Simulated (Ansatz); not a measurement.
Output of an Ansatz run (abridged):

```
WARN ansatz: RAYON_NUM_THREADS=1 ignored (pool sized by the plan → 1); use --threads N
Pseudopotentials: kind: paw
Pseudopotential: Ta, paw, valence charge 13
Pseudopotential: Re, paw, valence charge 15
Crystal: 4 atoms, lattice volume = 68.891 Å³
Basis set: ecut = 420 eV, 1363 PW (Γ)
Bands: 33, of which v1, the nominal top of the filled ones, is band 27 counted from 1 (26 counted from 0)
Symmetry: 48 space group operations
Space group: Fm-3m (ITA 225), of the structure as read, at distance tolerance 4.1e-5 Å
k-points: 35 of 729
PAW frozen core: Ta, regenerated for the run's functional, and the local potential with it
PAW frozen core: Re, regenerated for the run's functional, and the local potential with it
Initial density: superposition of atomic densities (neutral atoms: chi_scale 0, normalization atom), corrected by the library's trained network
Initial wavefunctions: pseudopotential atomic-orbital guess
Eigensolver: davidson
Functional: x = slater, c = lda
SCF iter   1: F=—  HF=-39656.269113 eV  |F-HF|=—  |Δ(HF+E_count)|=         —  Δρ=8.82e-3  dr2=9.47e-2  ethr=1.77e-3  ⟨swp⟩=4.4  Hψ=4068  notcnv=0
all-band conjugate gradients solve this SCF's bands
preconditioner: auto → Kerker (q_TF=auto, 2.620 Å⁻¹)
SCF iter   2: F=—  HF=-39656.257465 eV  |F-HF|=—  |Δ(HF+E_count)|=   1.16e-2  Δρ=4.91e-3  dr2=2.73e-2  ethr=1.75e-4  ⟨swp⟩=1.1  Hψ=1437  notcnv=0
SCF iter   3: F=—  HF=-39656.251840 eV  |F-HF|=—  |Δ(HF+E_count)|=   5.63e-3  Δρ=6.40e-4  dr2=2.88e-4  ethr=5.06e-5  ⟨swp⟩=2.0  Hψ=1430  notcnv=0
SCF iter   4: F=—  HF=-39656.251762 eV  |F-HF|=—  |Δ(HF+E_count)|=   7.75e-5  Δρ=6.27e-5  dr2=3.34e-6  ethr=5.33e-7  ⟨swp⟩=2.0  Hψ=1535  notcnv=0
SCF iter   5: F=—  HF=-39656.251764 eV  |F-HF|=—  |Δ(HF+E_count)|=   1.90e-6  Δρ=1.11e-5  dr2=6.10e-8  ethr=6.18e-9  ⟨swp⟩=2.0  Hψ=1563  notcnv=0
SCF iter   6: F=-39656.251764 eV  HF=-39656.251764 eV  |F-HF|=9.60e-10  |Δ(HF+E_count)|=   7.75e-9  Δρ=1.56e-6  dr2=1.67e-9  ethr=1.13e-10  ⟨swp⟩=3.3  Hψ=4683  notcnv=0
SCF 1 converged in 6 iterations: F = -39656.251764 eV  dr2 = 1.67e-9
SCF converged after 6 iterations
Free energy (F): -39656.251764 eV
Harris-Foulkes:  -39656.251764 eV  (|F-HF|=9.60e-10)
Internal energy: -39656.148796 eV  (E = F + TS)
E sigma→0 (E₀):  -39656.200280 eV
Entropy (-TS):   -0.102968 eV (-25.742 meV/atom)
Fermi energy:    19.425849 eV
--- Per-component energies (eV) ---
  E_band       = -421.425344
  E_kinetic    = 1637.216437
  E_local      = -2501.407202  (includes V_loc(G=0)·N_el)
  E_nonlocal   = 116.379376
  E_hartree    = 872.522618
  E_xc         = -1050.469587
  E_vxc        = -915.790874  (∫ρ·V_xc dr)
  E_paw        = -32848.664197  (= ΣΔE_a)
  E_vpaw       = -502.868780  (= ΣTr[D̂ρ^β])
  E_aug_tail   = 0.000349  (compensation charges beyond the density's cutoff)
  E_ewald      = -5882.822375
  E_core_change = 1.095785  (= ΣΔE_core)
  E_smearing   = -0.102968  (= −TS)
  E_closure    = 0.000000  (closes the sum)
  Σ components = -39656.251764   (vs F -39656.251764, Δ=0.00e0)
--- Forces (eV/Å), atoms counted from 1 ---
  atom   1  Ta     0.00000000     0.00000000     0.00000000
   [... zero for the other atoms too ...]
  max |Σ_I F_I| component: 4.63e-17 eV/Å
--- Stress (GPa, compression-positive) ---
      -13.457853       0.000000       0.000000
        0.000000     -13.457853      -0.000000
       -0.000000       0.000000     -13.457853
  P = ⅓ Tr σ = -13.4579 GPa (-134.579 kbar)
  The stress holds the Pulay correction. Without it, at fixed plane waves, as pw.x and ABINIT print it: P = -13.5141 GPa
--- Band table (eV; the first three rows and the last of 35) ---
  k-point 0: bands = ["-60.1272", "-47.7855", "-47.7311", "-47.4750", "-21.9726", "-21.9726", "-21.9726", "-14.4745", "-14.4745", "-14.4745", "-14.4035", "-14.4035", "-14.4035", "-13.7979", "-13.7979", "-13.7979", "11.0905", "14.9833", "14.9833", [...]
  k-point 1: bands = ["-60.1272", "-47.7827", "-47.7320", "-47.4771", "-21.9729", "-21.9729", "-21.9725", "-14.5301", "-14.5060", "-14.5060", "-14.3740", "-14.3740", "-14.3261", "-13.8212", "-13.7950", "-13.7950", "11.3015", "15.1207", "15.1207", [...]
  k-point 2: bands = ["-60.1272", "-47.7750", "-47.7345", "-47.4826", "-21.9736", "-21.9736", "-21.9721", "-14.5640", "-14.5523", "-14.5523", "-14.3330", "-14.3330", "-14.2543", "-13.8629", "-13.7875", "-13.7875", "11.9012", "15.5140", "15.5140", [...]
  k-point 34: bands = ["-60.1271", "-47.7473", "-47.7445", "-47.5015", "-21.9782", "-21.9741", "-21.9719", "-14.7570", "-14.5749", "-14.5104", "-14.4009", "-14.1773", "-14.1700", "-13.8606", "-13.8117", "-13.7485", "14.7055", "14.9995", "15.0501", [...]
```

The structure:

```xyz
4
Lattice="0.0000 3.2537 3.2537 3.2537 0.0000 3.2537 3.2537 3.2537 0.0000" Properties=species:S:1:pos:R:3 pbc="T T T"
Ta     1.6269     1.6269     1.6269
Ta     4.8806     4.8806     4.8806
Ta     3.2537     3.2537     3.2537
Re     0.0000     0.0000     0.0000
```

**Question.** Reconstruct the input of this run.

**Answer.** Other spellings and defaults could give the same log, and not every line can be read from it. The input that was run (DFT, LDA (PW92), plane waves, default PAW files made with PBE):

Ansatz 0.2 input:
```yaml
# Ta3Re
crystal:
  lattice:
    - [0.00000000, 3.25370300, 3.25370300]
    - [3.25370300, 0.00000000, 3.25370300]
    - [3.25370300, 3.25370300, 0.00000000]
  atoms:
    - { symbol: Ta, position: [0.25000000, 0.25000000, 0.25000000] }
    - { symbol: Ta, position: [0.75000000, 0.75000000, 0.75000000] }
    - { symbol: Ta, position: [0.50000000, 0.50000000, 0.50000000] }
    - { symbol: Re, position: [0.00000000, 0.00000000, 0.00000000] }
basis:
  ecutwfc: 420.0
kpoints:
  mp_grid:
    grid: [9, 9, 9]
hamiltonian:
  xc: lda
  pseudopotentials:
    kind: paw
scf:
  occupations:
    method: fermi_dirac
    width: 0.1
output:
  forces: true
  eigenvalues: true
  stress: true
```

The starting cell comes from a database of computed structures (which also holds hypothetical and non-ambient phases and stackings), without a prior relaxation at this level. Its lattice was rescaled by up to half a per cent. Spin-orbit coupling is off. Spin polarisation is off. With a pressure of about -13 GPa the cell is away from its equilibrium volume at this level. Ansatz's pressure includes its estimate of the finite-basis (Pulay) stress.

Ansatz is a quantum-chemistry and plane-wave program.
